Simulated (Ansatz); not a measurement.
# WO3: pressure series

Start from WO3 (space group Cmcm, No. 63; a cell from a computed database, its experimental status unchecked).

WO₃ is modelled in the orthorhombic space group Cmcm (No. 63), Pearson symbol oS16. Cell: a = 5.4539 Å, b = 5.4743 Å, c = 7.4603 Å, α = 90.00°, β = 90.00°, γ = 90.00°. W on 4c sees 2 O at 1.779 Å and 2 O at 1.893 Å and 2 O at 2.096 Å. O1 on 4b sees 2 W at 1.893 Å (linear). O2 on 8g has 1 W at 1.779 Å and 1 W at 2.096 Å. (Neighbours: up to the widest gap in distance over summed covalent radii, below 1.35, at either atom; cation-cation and far metal-metal contacts left out.)
(The calculation used a cell of 8 atoms; values per cell refer to that cell.)

Cell and atoms are relaxed at each pressure.

Method: plane-wave PAW DFT at the PBEsol level (Ansatz, a program for electronic structure, 420 eV), scalar-relativistic without spin-orbit coupling.

| pressure (GPa) | volume per atom (Å³/atom) |
|---|---|
| -1 | 14.010 |
| 0 | 13.921 |
| 0.3 | 13.896 |
| 0.7 | 13.863 |
| 1.5 | 13.798 |
| 3 | 13.684 |
| 5 | 13.544 |
| 7.5 | ? |
| 10 | 13.235 |

**Question.** Fit the third-order Birch–Murnaghan form P(V) = (3B₀/2)[(V₀/V)^(7/3) − (V₀/V)^(5/3)]·[1 + (3/4)(B₀′ − 4)((V₀/V)^(2/3) − 1)] (squares taken in P) to the rows shown and predict the withheld row.

**Answer.** Least squares on the printed values gives V₀ = 13.922 Å³/atom, B₀ = 163 GPa, B₀′ = 7.7; this predicts 13.382 Å³/atom, and the run gives 13.384 Å³/atom, 0.002 higher.

Spin-orbit coupling, missing from the scalar runs, can matter with W. Load acts through the strain it causes; cell and atoms are relaxed under it. No phonon test of stability was made. Competing high-pressure phases were not computed.
